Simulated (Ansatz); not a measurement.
Take TiSi₂ (space group Fddd, No. 70; a = 4.806 Å, b = 8.265 Å, c = 8.565 Å) as the base.

(Cell as relaxed with PBE.)

Levels (all Ansatz, a quantum-chemistry and plane-wave program, PAW): PBE (420 eV, no spin-orbit coupling); r2SCAN (500 eV, no SOC).

Each level relaxes its own structure.

| base | PBE | r2SCAN |
|---|---|---|
| volume per atom | 14.18 Å³ | 13.96 Å³ |
| band gap | zero | zero |

Now apply this change: a hydrostatic pressure of 9 GPa.

```tsv
quantity	PBE	r2SCAN
band gap	zero	[?]
shortest interatomic distance	2.495 Å	[?]
```

Task: What does r2SCAN give?

Result: 
- band gap, r2SCAN: zero
- shortest interatomic distance, r2SCAN: 2.482 Å

PBE's shortest interatomic distance lies 0.0123 Å above r2SCAN's (0.5 %); the two agree on the band gap. Neither level is exact; r2SCAN is the comparison here, not a measurement.

Load acts through the strain it causes; cell and atoms are relaxed under it. No phonon test of stability was made. Competing high-pressure phases were not computed. All final runs are without spin polarisation.
